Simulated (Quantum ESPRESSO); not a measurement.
A self-consistent single point of BaNiF₆ (R-3m, 8 atoms in the cell) with Quantum ESPRESSO.

Level of theory: PBEsol, SSSP 1.1.2 efficiency (PBE) pseudopotentials (plane waves; Quantum ESPRESSO 7.5).

```
BaNiF6
1.0
    3.58404     2.06925     2.27840
   -3.58404     2.06925     2.27840
    0.00000    -4.13850     2.27840
Ba Ni F
1 1 6
Direct
  0.50000   0.50000   0.50000
  0.00000   0.00000   0.00000
  0.73484   0.73484   0.07365
  0.26516   0.26516   0.92635
  0.07365   0.73484   0.73484
  0.92635   0.26516   0.26516
  0.73484   0.07365   0.73484
  0.26516   0.92635   0.26516
```

Reference input (self-consistent single point, DFT, LDA (PZ), plane waves, GBRV 1.5 ultrasoft (LDA) pseudopotentials): ecutwfc = 50 Ry; ecutrho = 400 Ry; occupations = smearing; smearing = fermi-dirac; degauss = 0.0036749 Ry; potentials = {Ba: ba_lda_v1.uspp.F.UPF, Ni: ni_lda_v1.4.uspp.F.UPF, F: f_lda_v1.4.uspp.F.UPF}; K_POINTS = automatic 4 4 4 0 0 0; conv_thr = 1e-10 Ry. This run's input differs from it in these lines:

```diff
@@ -18,2 +18,3 @@
   degauss = 0.0036749,
+  input_dft = 'pbesol',
 /
@@ -23,5 +24,5 @@
 ATOMIC_SPECIES
-Ba   137.3270  ba_lda_v1.uspp.F.UPF
-Ni    58.6934  ni_lda_v1.4.uspp.F.UPF
-F     18.9984  f_lda_v1.4.uspp.F.UPF
+Ba   137.3270  Ba.pbe-spn-kjpaw_psl.1.0.0.UPF
+Ni    58.6934  ni_pbe_v1.4.uspp.F.UPF
+F     18.9984  f_pbe_v1.4.uspp.F.UPF
 CELL_PARAMETERS alat
```

Output, abridged:

```
     Self-consistent Calculation

     iteration #  1     ecut=    50.00 Ry     beta= 0.70

     total energy              =   -1061.04308739 Ry
     estimated scf accuracy    <       4.82312042 Ry

     iteration #  2     ecut=    50.00 Ry     beta= 0.70

     total energy              =   -1061.90123005 Ry
     estimated scf accuracy    <      23.23977604 Ry

     iteration #  3     ecut=    50.00 Ry     beta= 0.70

     total energy              =   -1064.03945269 Ry
     estimated scf accuracy    <       0.20541148 Ry

   [... 9 blocks of this kind left out ...]

     iteration # 13     ecut=    50.00 Ry     beta= 0.70

     total energy              =   -1064.07610483 Ry
     estimated scf accuracy    <          2.3E-10 Ry

     iteration # 14     ecut=    50.00 Ry     beta= 0.70
     End of self-consistent calculation

     the Fermi energy is     5.3949 ev

!    total energy              =   -1064.07610483 Ry
     estimated scf accuracy    <          4.1E-12 Ry
     smearing contrib. (-TS)   =      -0.00000000 Ry
     internal energy E=F+TS    =   -1064.07610483 Ry

     convergence has been achieved in  14 iterations

     Forces acting on atoms (cartesian axes, Ry/au):

     atom    1 type  1   force =    -0.00000000    0.00000000    0.00000000
     atom    2 type  2   force =    -0.00000000    0.00000000   -0.00000000
     atom    3 type  3   force =     0.00000000   -0.02697563   -0.01872132
     atom    4 type  3   force =     0.00000000    0.02697563    0.01872132
     atom    5 type  3   force =     0.02336158    0.01348782   -0.01872132
   [... lines left out ...]

     Total force =     0.080430     Total SCF correction =     0.000002

          total   stress  (Ry/bohr**3)                   (kbar)     P=       72.15
   0.00048393  -0.00000000   0.00000000           71.19       -0.00        0.00
   0.00000000   0.00048393   0.00000000            0.00       71.19        0.00
  -0.00000000   0.00000000   0.00050358           -0.00        0.00       74.08

   JOB DONE.
```

The run converged in 14 iterations. Against the reference run the pressure goes from 2.01 to 7.22 GPa, the largest force goes from 0.536 to 0.844 eV/Å and the gap on the mesh goes from 1.558 to 1.619 eV.

The starting cell comes from a database of computed structures (which also holds hypothetical and non-ambient phases and stackings), without a prior relaxation at this level. Its lattice was rescaled by a random factor within 2.5 % of one. With a pressure of about 7 GPa the cell is away from its equilibrium volume at this level.

Cost on one core of a shared machine: roughly 3 min.
